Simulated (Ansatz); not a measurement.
## Cost against accuracy: kpoints.mp_grid.grid for ScOs₃ (I4/mmm, 4 atoms in the cell)

```yaml
crystal:
  lattice:
    - [-1.94743, 1.94743, 4.33779]
    - [1.94743, -1.94743, 4.33779]
    - [1.94743, 1.94743, -4.33779]
  atoms:
    - { symbol: Os, position: [0.50000, 0.50000, 0.00000] }
    - { symbol: Os, position: [0.75000, 0.25000, 0.50000] }
    - { symbol: Os, position: [0.25000, 0.75000, 0.50000] }
    - { symbol: Sc, position: [0.00000, 0.00000, 0.00000] }
```

Method of the run: revPBE, default PAW files made with PBE (plane waves; Ansatz, an electronic-structure program).

Base settings: basis.ecutwfc = 420 eV; kpoints.mp_grid.grid = 13 13 13; hamiltonian.xc = revpbe; hamiltonian.pseudopotentials = {kind: paw} (the program's default PAW files); scf.occupations.method = methfessel_paxton; scf.occupations.width = 0.136 eV.

Misses are taken against the tightest run, 29 29 29, which need not be fully converged itself. The energy is the free energy per atom.

The count of work is k-points × plane waves × bands × iterations; it is no time, and leaves out set-up, grids and terms that scale otherwise. Core times come from one kind of shared machine and are given to one figure; runs under 30 s give none.

The starting cell was generated: these elements placed on a structure prototype, without a prior relaxation; it need not be a known phase or ordering of this composition. Its lattice was rescaled by a random factor within 2.5 % of one. Spin polarisation is off. In the base run, with a pressure of about -11 GPa the cell is away from its equilibrium volume at this level. Ansatz's pressure includes its estimate of the finite-basis (Pulay) stress.

The runs (kpoints.mp_grid.grid): 1 1 1 | 2 2 2 | 3 3 3 | 4 4 4 | 5 5 5 | 6 6 6 | 7 7 7 | 8 8 8 | 10 10 10 | 11 11 11 | 13 13 13 | 16 16 16 | 19 19 19 | 23 23 23 | 29 29 29.

### Question
Which is the coarsest setting among those run that, with all tighter ones, holds the energy within 5 meV/atom of the reference, and what does it save?

### Answer
7 7 7, off by 1.7 meV/atom; it needs 0.026 of the reference's count of work.

### Question
Which is the coarsest setting among those run that, with all tighter ones, holds the energy within 1 meV/atom of the reference, and what does it save?

### Answer
8 8 8, off by 0.44 meV/atom; it needs 0.033 of the reference's count of work.

### Question
What does the step from 1 1 1 to 3 3 3 buy?

### Answer
It takes the miss in the energy from 890 to 47 meV/atom, for 2.8 times the count of work.

| kpoints.mp_grid.grid | energy less reference (meV/atom) | pressure less reference (GPa) | count of work / reference | core time / reference (rough) |
|---|---|---|---|---|
| 1 1 1 | -889.21 | -27.50 | 0.0012 | – |
| 2 2 2 | -28.68 | -2.09 | 0.0026 | – |
| 3 3 3 | 46.85 | 0.97 | 0.0033 | – |
| 4 4 4 | -6.04 | -0.12 | 0.0072 | – |
| 5 5 5 | -7.08 | -0.08 | 0.010 | – |
| 6 6 6 | 11.22 | 0.21 | 0.017 | – |
| 7 7 7 | -1.72 | -0.01 | 0.026 | – |
| 8 8 8 | -0.44 | -0.03 | 0.033 | – |
| 10 10 10 | -0.82 | -0.03 | 0.066 | – |
| 11 11 11 | -0.41 | 0.01 | 0.082 | – |
| 13 13 13 | -0.50 | -0.02 | 0.11 | – |
| 16 16 16 | -0.26 | -0.01 | 0.23 | – |
| 19 19 19 | -0.05 | -0.01 | 0.31 | 0.3 |
| 23 23 23 | 0.00 | 0.00 | 0.52 | 0.4 |
| 29 29 29 | 0.00 | 0.00 | 1.0 | 1 |

Keys are those of Ansatz 0.2.
